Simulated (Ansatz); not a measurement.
# ZrSi2 (space group Cmcm, No. 63)

```cif
data_Si4Zr2
_chemical_formula_sum 'Si4 Zr2'
_space_group_name_H-M_alt 'P 1'
_space_group_IT_number 1
_cell_length_a 7.51185
_cell_length_b 7.51185
_cell_length_c 3.65610
_cell_angle_alpha 90.000
_cell_angle_beta 90.000
_cell_angle_gamma 151.685
loop_
_space_group_symop_operation_xyz
  'x, y, z'
loop_
_atom_site_label
_atom_site_type_symbol
_atom_site_fract_x
_atom_site_fract_y
_atom_site_fract_z
_atom_site_occupancy
Si1 Si 0.94597 0.05403 0.75000 1
Si2 Si 0.05403 0.94597 0.25000 1
Si3 Si 0.24985 0.75015 0.75000 1
Si4 Si 0.75015 0.24985 0.25000 1
Zr1 Zr 0.60474 0.39526 0.75000 1
Zr2 Zr 0.39526 0.60474 0.25000 1
```

Calculations: plane-wave PAW DFT at the PBEsol level (Ansatz, a quantum-chemistry and plane-wave program, 420 eV), no spin-orbit coupling. Settings: 13×13×13 k-points, 0.05 eV Fermi–Dirac smearing.

- Volume per atom: 16.31 Å³
- Density: 5.00 g/cm³
- Band gap: zero
- Total energy: -1791.301 eV/atom (σ→0; compares only within this code and set-up)

Stability against distortions was not tested. All final runs are without spin polarisation.
